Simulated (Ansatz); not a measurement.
BN (R3m, No. 160, 2 atoms in the cell; start mp-714851; a measured phase of this formula has another space group), treated with r²SCAN+rVV10 (plane waves, PAW; Ansatz, a first-principles code).

Settings: plane-wave cutoff 560 eV, 16×16×12 k mesh (along the axes of the cell as run), Fermi–Dirac smearing 0.01 eV, scalar-relativistic PAW data made under PBE.

Cell (relaxed at this level):

```yaml
crystal:
  lattice:
    - [2.48790, 0.00293, 0.24758]
    - [-1.23416, 2.16021, -0.24772]
    - [-0.32850, -1.25469, 3.31441]
  atoms:
    - { symbol: B, position: [0.00857, 0.00896, 0.00616] }
    - { symbol: N, position: [0.67554, 0.34289, 0.00703] }
```

### Question
Estimate the band gap and direct gap at Γ that the calculation returns.

### Answer

- band gap = 4.61 eV (on the SCF k mesh)
- direct gap at Γ = 6.98 eV

Note: the relaxation could not lower the start's symmetry, so the cell can be a saddle point above a distorted one.

Computed values are for the static lattice.

A start named mp-… is a Materials Project structure, which need not be a measured phase.
